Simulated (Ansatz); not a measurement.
N on the 1x1 (0001) surface of hcp Ru, one in a 2x1 cell, energies for each (12.8 Å²). Energies are against ½ N2(g), without zero-point or thermal terms; each row is named by its start.

Computed with PBE (plane waves to 420 eV, PAW; Ansatz, a program for electronic structure).

Slab: 9 atoms, 6.3 Å thick at the start under the adsorbate (thin: gaps and levels are the slab's own); k 6x12x1, smearing 0.1 eV, dipole-corrected; 4 atoms held, the rest relaxed; each run with such symmetry as its start has; spin where the adsorbate may keep a moment, no spin-orbit, no U, no dispersion correction.

A negative adsorption energy means that the adsorbate is more stable on the surface than in its reference. Starts that drift may end in the same place. Heights count from the host atoms within 0.3 Å of the top one.

```tsv
starting site	E_ads (eV)	height (Å)	nearest host atom (Å)	bonded to	Δ work function (eV)	lateral drift (Å)	moment (μB)
top Ru	-0.18	1.05	Ru 1.85	3 Ru	0.82	1.8	0.0
hollow Ru-Ru-Ru	-0.18	1.05	Ru 1.85	3 Ru	0.82	0.2	–
hollow Ru-Ru-Ru over Ru at depth 2.1 Å	-0.48	1.09	Ru 1.89	3 Ru	0.88	0.1	–
bridge Ru-Ru (span 2.7 Å)	-0.48	1.08	Ru 1.89	3 Ru	0.88	0.9	–
```
